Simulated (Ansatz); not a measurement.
Base system: GaSb in the zinc blende structure (space group F-43m, No. 216; a = 6.1324 Å).

Calculations: r2SCAN, PAW, 500 eV (Ansatz, an electronic-structure program; no SOC).

Base values:

| Property | Result |
|---|---|
| Pressure | 0.01 GPa |
| Gap character | direct at Γ |
| Width of the top valence band | 3.21 eV |

One thing is altered: an isotropic linear strain of −2.00 %; the atoms relax in the strained cell.

Problem. What happens to the pressure, gap character and width of the top valence band?

Solution. The pressure grows by 3.73 GPa, from 0.01 GPa to 3.74 GPa; the gap character goes from direct at Γ to indirect, Γ → L; the width of the top valence band grows by 0.29 eV, from 3.21 eV to 3.50 eV.

With Sb present, leaving out spin-orbit coupling can change the band edges. Stability against distortions was not tested.
